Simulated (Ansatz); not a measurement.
The structure below was relaxed with Ansatz (a first-principles code) PBE, scalar-relativistic without spin-orbit coupling, earlier PAW set, at pressure 75 GPa.

Space group Im-3m (No. 229); a = b = c = 2.9635 Å, α = β = γ = 90.00°

```tsv
atom	site	symmetry	x	y	z
Mo	2a	m-3m	0.0000	0.0000	0.0000
```

Problem. Write out a cell with all atoms.

Solution. 
```cif
data_Mo2
_chemical_formula_sum 'Mo2'
_space_group_name_H-M_alt 'P 1'
_space_group_IT_number 1
_cell_length_a 2.96350
_cell_length_b 2.96350
_cell_length_c 2.96350
_cell_angle_alpha 90.000
_cell_angle_beta 90.000
_cell_angle_gamma 90.000
loop_
_space_group_symop_operation_xyz
  'x, y, z'
loop_
_atom_site_label
_atom_site_type_symbol
_atom_site_fract_x
_atom_site_fract_y
_atom_site_fract_z
_atom_site_occupancy
Mo1 Mo 0.00000 0.00000 0.00000 1
Mo2 Mo 0.50000 0.50000 0.50000 1
```
This is the conventional cell.

Load acts through the strain it causes; cell and atoms are relaxed under it. Whether these cells are dynamically stable was not tested. Competing high-pressure phases were not computed. The final runs are not spin-polarised. The cell was made from Mo in the bcc (W type) structure (space group Im-3m, No. 229) by this change: pressure 75 GPa.
